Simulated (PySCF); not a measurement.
PySCF 2.14.0, B3LYP/def2-svp, df: C[SiH2]O[SiH2]N(C)C, 20 atoms. The geometry is a generated start, not checked to be a minimum at this level.

| Quantity | Result |
|---|---|
| task | energy |
| method | b3lyp |
| basis | def2-svp |
| two-electron scheme | density fitting |
| mol.max_memory | 3000 MB |
| mf.max_cycle | 100 |
| mf.init_guess | minao (default) |
| mf.DIIS | CDIIS (default) |
| mf.diis_space | 8 (default) |
| mf.conv_tol | 1e-09 (default) |
| mf.grids.level | 3 (default) |
| basis functions | 171 |
| grid points | 236208 |

```xyz
20

Si     2.3205     1.1494     0.1826
C      3.3426    -0.2146     1.0194
O      0.9415     0.5248    -0.4001
Si    -0.1661    -0.4170    -1.1268
N     -1.7392    -0.3418    -0.4490
C     -2.6601     0.7287    -0.7321
C     -2.1477    -1.1281     0.6861
H      1.9001     2.1727     1.1451
H      3.0417     1.7257    -0.9579
H      3.5382    -1.0395     0.3377
H      4.3016     0.1652     1.3610
H      2.8255    -0.6238     1.8842
H     -0.2648     0.0886    -2.4915
H      0.2766    -1.8004    -0.9835
H     -2.7152     1.4445     0.0977
H     -2.3449     1.2596    -1.6265
H     -3.6644     0.3230    -0.8980
H     -1.4588    -1.9548     0.8323
H     -2.1764    -0.5291     1.6037
H     -3.1508    -1.5332     0.5156
```

One run each on 2 threads, 1 BLAS thread. Values of level_shift (Hartree) tried: 0 (default), 0.1, 0.3, 1.

Q: How does the count of Fock builds change with level_shift (Hartree), and where is it least?

A: Fewest Fock builds, within one of each other: 0 (default) with 12, 0.1 with 12. The count rises to 30 at 1. All converge to one solution.

| level_shift (Hartree) | Fock builds | end |
|---|---|---|
| 0 (default) | 12 | same solution |
| 0.1 | 12 | same solution |
| 0.3 | 15 | same solution |
| 1 | 30 | same solution |
